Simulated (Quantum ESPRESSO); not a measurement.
Quantum ESPRESSO 7.5, DFT, PBE, plane waves, PseudoDojo 0.5 standard norm-conserving PBE (local tails restored to the Coulomb form): Cu(100) slab of 5 layers, 1x1 (Cu5), unrelaxed, 5 atoms. Basis and mesh were picked for this test and aren't claimed converged.

```json
{
 "cell": "2.56, 2.56, 21.23 Å; 90, 90, 90°",
 "task": "scf",
 "k mesh": "9×9×1",
 "ecutwfc": "92 Ry",
 "ecutrho": "368 Ry",
 "occupations": "smearing",
 "smearing": "mv",
 "degauss": "0.02 Ry",
 "conv_thr": "5e-09 Ry",
 "tprnfor": "true",
 "tstress": "false",
 "k-point pools (-nk)": "8",
 "diagonalization": "david (default)",
 "k-points computed": "15",
 "bands": "58",
 "electrons": "95",
 "G-vectors of the density": "111453",
 "FFT grid": "30×30×250",
 "symmetry_operations": "16"
}
```

It runs on a single node (Intel Xeon 6 (Granite Rapids), 96 cores on 1 socket, 2 hardware threads a core, 3 L3 cache groups, 3 NUMA nodes).

Wall times, medians of two to five repeats, each run alone on the node (launch to exit). Unless noted, each process is bound to its own block of adjacent cores. The build: conda-forge: Open MPI 5.0, OpenMP, OpenBLAS 0.3.34 (pthreads), FFTW, ScaLAPACK, ELPA; another build can shift the numbers. Scratch files lie in a memory file system.

All on 96 ranks. Base settings, kept where nothing else is said: mixing_mode = plain (default), mixing_beta = 0.7 (default), mixing_ndim = 8 (default). The candidates, on 96 cores each, agree within 1.0 meV/atom in energy, 10 meV/Å in forces (largest component):
A. mixing_mode = TF, mixing_beta = 0.2
B. mixing_ndim = 4
C. mixing_mode = local-TF, mixing_beta = 0.1
D. the base settings
E. mixing_beta = 0.4

Question: Which choice gives the shortest wall time?

Answer: E and D, at 3.5 s to 3.6 s, level within 8 % or the scatter of repeats. At the other end A takes 2.5× as long.

```csv
candidate,wall time,repeats,SCF iterations
E,3.5 s,3 runs within 1 %,12
D,3.6 s,3 runs within 1 %,12
B,4.1 s,3 runs within 1 %,15
C,6.1 s,2 runs within 1 %,20
A,8.8 s,2 runs within 1 %,40
```

From the slowest to the fastest: The largest move is in FFTs of H·ψ (vloc_psi): 3.7 s to 1.2 s.
